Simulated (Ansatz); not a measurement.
# ZrSi2 under a change: pressure 15 GPa

Take ZrSi₂ (space group Cmcm, No. 63; a = 3.704 Å, b = 14.792 Å, c = 3.679 Å) as the base.

It is then changed as follows: cell and atoms relaxed at a pressure of 15 GPa.

Computed with plane-wave PAW DFT at the PBE level (Ansatz, a quantum-chemistry and plane-wave program, 420 eV), no SOC. Γ-centred 13×13×13 mesh, Fermi–Dirac width 0.05 eV.

```csv
quantity,base,changed,shift
volume per atom,16.80 Å³,15.21 Å³,-1.59 Å³
shortest interatomic distance,242.0 pm,238.4 pm,-3.6 pm
enthalpy H = E + PV relative to the base's energy,–,+1.49 eV/atom,–
band gap,zero,zero,–
```

Load acts through the strain it causes; cell and atoms are relaxed under it. Whether these cells are dynamically stable was not tested. No other phases were tried under pressure. All final runs are without spin polarisation.
